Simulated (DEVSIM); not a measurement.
Structure: Schottky contact on n-type GaSb, at 300 K.

Layer 1 from the left is GaSb, thickness (μm) 0.820, Nd (cm⁻³) 1.3e16, τn (s) 8.9e-9, τp (s) 8.9e-9.

Left contact: Schottky, work function 4.65 eV, emission velocity 2.1e6 cm/s. Right contact: ohmic. Voltage is applied to the left contact. Recombination: SRH at mid-gap, radiative, Auger. Mobility is μmin + (μ − μmin)/(1 + (N/Nref)^α).

This is a model device: material constants are rounded textbook-type values typed into the input, and sizes, dopings and lifetimes were drawn at random. Values at 300 K.

GaSb: gap (eV) 0.726, affinity (eV) 4.06, permittivity 15.7, Nc (cm⁻³) 2.1e17, Nv (cm⁻³) 1.8e19, μn (cm²/Vs) 5000, μp (cm²/Vs) 850, μn,min 1000, μp,min 190, Nref,n 2.8e17, Nref,p 9e17, αn 1.05, αp 0.65, B (cm³/s) 1e-10, Cn (cm⁶/s) 5e-30, Cp (cm⁶/s) 5e-30.

Simulated with DEVSIM: 1D drift-diffusion, Boltzmann statistics, complete ionisation; no tunnelling, impact ionisation, image-force lowering or self-heating. Metal contacts follow the ideal Schottky-Mott rule: no Fermi-level pinning, no interface dipoles.

Dark forward current:

| |V| (V) | |J| (A/cm²) |
|---|---|
| 0.05 | 0.0002056 |
| 0.10 | 0.001230 |
| 0.15 | 0.007257 |
| 0.20 | 0.04563 |
| 0.25 | 0.2989 |
| 0.30 | 1.994 |
| 0.35 | 13.35 |
| 0.40 | 87.59 |
| 0.45 | 524.8 |
| 0.50 | 2529 |

Q: Work out the local ideality factor n = ΔV / (kT/q · ln(J2/J1)) between the rows 0.15 and 0.20 V, 0.30 and 0.35 V, 0.45 and 0.50 V.

A: kT/q = 25.85 mV. From 0.15 to 0.20 V: ln(0.04563/0.007257) = 1.839, n = 1.05, near the 1 of diffusion or emission over a barrier. From 0.30 to 0.35 V: ln(13.35/1.994) = 1.901, n = 1.02, near the 1 of diffusion or emission over a barrier. From 0.45 to 0.50 V: ln(2529/524.8) = 1.573, n = 1.23; the layers' resistance at their doping, Σ W/(qμN) = 8.1e-6 Ω cm², would take 16 mV of this step of 50 mV.

Q: Estimate the current at 0.25 V for emission alone, J0 = q v N_band exp(−φB/kT), and read the barrier back from the simulated current.

A: φB = 0.590 eV, N_band = 2.10e17 cm⁻³, J0 = 8.65e-6 A/cm²; J = J0 (exp(qV/kT) − 1) = 0.137 A/cm². The simulation gives 0.299 A/cm²; the estimate lies 54 % below. Read backwards, the simulated current gives an apparent barrier of 0.570 eV. The estimate leaves out transport through the depletion region and minority injection.
